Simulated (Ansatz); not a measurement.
Consider GaSb in the zinc blende structure (space group F-43m, No. 216).

```xyz
2
Lattice="0.0000 3.0244 3.0244 3.0244 0.0000 3.0244 3.0244 3.0244 0.0000" Properties=species:S:1:pos:R:3 pbc="T T T"
Ga     0.0000     0.0000     0.0000
Sb     1.5122     1.5122     1.5122
```

Cartesian axes are those of the cell as printed.

Computed with LDA/PAW in Ansatz (a program for electronic structure), without spin-orbit coupling.

Base values:

| Quantity | Value |
|---|---|
| Shortest interatomic distance | 2.619 Å |

One thing is altered: the cell is compressed by 0.50 % along z with no lateral relaxation; the atoms relax in the strained cell.

**Question.** How does this affect the stress, energy relative to the base and shortest interatomic distance?

**Answer.** The stress (xx, yy, zz, yz, xz, xy; compression positive) is (0.21, 0.21, 0.44, 0.00, 0.00, 0.00) GPa; the energy hardly moves; the shortest interatomic distance decreases by 0.004 Å (2.619 Å → 2.615 Å).

Whether these cells are dynamically stable was not tested.
